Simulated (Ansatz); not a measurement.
Abridged Ansatz (a quantum-chemistry and plane-wave program) output:

```
Pseudopotential: Sn, paw, valence charge 14
Pseudopotential: Se, paw, valence charge 16
Crystal: 8 atoms, lattice volume = 195.654 Å³
Basis set: ecut = 420 eV, 3811 PW (Γ), exchange–correlation on 160×60×60 points (8 copies of the dense FFT grid, shifted against one another)
Bands: 68, of which v1, the nominal top of the filled ones, is band 60 counted from 1 (59 counted from 0)
Symmetry: 8 space group operations
k-points: 50 of 192
Functional: x = pbesol(κ = 0.804, μ = 0.12345679012345678), c = pbesol(β = 0.046)
SCF iter   1: F=—  HF=-45502.323935 eV  |F-HF|=—  |Δ(HF+E_count)|=         —  Δρ=3.03e-3  dr2=2.30e-2  ethr=1.77e-3  ⟨swp⟩=6.5  Hψ=12827  notcnv=0  defer=4
SCF iter   2: F=—  HF=-45502.311665 eV  |F-HF|=—  |Δ(HF+E_count)|=   1.23e-2  Δρ=1.35e-3  dr2=3.53e-3  ethr=1.91e-5  ⟨swp⟩=2.9  Hψ=7043  notcnv=0  defer=51
SCF 1 converged in 9 iterations: F = -45502.310935 eV  dr2 = 8.42e-11
SCF converged after 9 iterations
Free energy (F): -45502.310935 eV
Internal energy: -45502.310006 eV  (E = F + TS)
E sigma→0 (E₀):  -45502.310470 eV
Entropy (-TS):   -0.000929 eV (-0.116 meV/atom)
Fermi energy:    10.402482 eV
  E_disp       = -2.943311  (pairwise vdW)
--- Forces (eV/Å), atoms counted from 1 ---
  atom   1  Sn     0.00017929     0.00000000     0.00011864
  atom   2  Sn    -0.00017929     0.00000000     0.00011864
  atom   3  Sn    -0.00017929     0.00000000    -0.00011864
  atom   4  Sn     0.00017929     0.00000000    -0.00011864
  atom   5  Se     0.00115291     0.00000000     0.00088116
  atom   6  Se    -0.00115291     0.00000000     0.00088116
  atom   7  Se    -0.00115291     0.00000000    -0.00088116
  atom   8  Se     0.00115291     0.00000000    -0.00088116
--- Stress (GPa, compression-positive) ---
        0.001168       0.000000       0.000000
        0.000000      -0.006950       0.000000
        0.000000       0.000000      -0.004121
  P = ⅓ Tr σ = -0.0033 GPa (-0.033 kbar)
```

Task: What was computed, and what are the main results?

Result: SnSe, 8 atoms in the cell, with DFT with PBEsol-D3(BJ), PAW potentials and a 420 eV plane-wave cutoff in Ansatz, no spin-orbit coupling. The last SCF converged to F = -45502.310935 eV, or -5687.7889 eV per atom, at a pressure of 0.00 GPa. The total energy compares only with runs of the same code, potentials and settings.

Stability against distortions was not tested. The cell is SnSe in the GeS type structure (space group Pnma, No. 62). The D3 term's C6 switches between coordination references near this geometry, which can add small steps to energies.
